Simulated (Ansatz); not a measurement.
An Ansatz (a program for electronic structure) input (Kohn–Sham DFT with the PBEsol functional, run in Ansatz with PAW and 420 eV plane waves, no SOC):

Ansatz 0.2 input:
```yaml
crystal:
  lattice:
    - [-1.9459531485, 1.9459531485, 6.270168259]
    - [1.9459531485, -1.9459531485, 6.270168259]
    - [1.9459531485, 1.9459531485, -6.270168259]
  atoms:
    - { symbol: Sr, position: [0.6460785039, 0.6460785039, 0] }
    - { symbol: Sr, position: [0.3539214961, 0.3539214961, 0] }
    - { symbol: Ir, position: [0, 0, 0] }
    - { symbol: O, position: [0, 0.5, 0.5] }
    - { symbol: O, position: [0.5, 0, 0.5] }
    - { symbol: O, position: [0.836940135, 0.836940135, 0] }
    - { symbol: O, position: [0.163059865, 0.163059865, 0] }
basis: { ecutwfc: 420, ecutrho_ratio: 4, xc_grid: 2, fft_grid_basis: typed }
kpoints: { mp_grid: { grid: [17, 17, 17] } }
hamiltonian:
  xc: pbesol
  dispersion: none
  pseudopotentials: { kind: paw }
scf: { occupations: { method: fermi_dirac, width: 0.05 } }
relax: { f_tol: 0.01, max_steps: 60, cell: { stress_tol: 0.02, p_target: 0.3 } }
output: { forces: true, stress: true }
checkpoint: { write: state.ck, write_every: 1000 }
```

Task: Which symmetry and how many k-points will the program report, and about how many plane waves at Γ?

Result: Space group I4/mmm (ITA 139) with 16 operations, k-points 405 of 4913, and 1897 plane waves at Γ.

Task: And the final pressure?

Result: 0.29 GPa (compression positive).

Load acts through the strain it causes; cell and atoms are relaxed under it. Stability against distortions was not tested. No Hubbard U is applied, and correlation can decide whether such a compound is a metal. The final runs are not spin-polarised. The cell was made from Sr2IrO4 (space group I4/mmm, No. 139; a cell from a computed database, its experimental status unchecked) by this change: pressure 0.3 GPa.
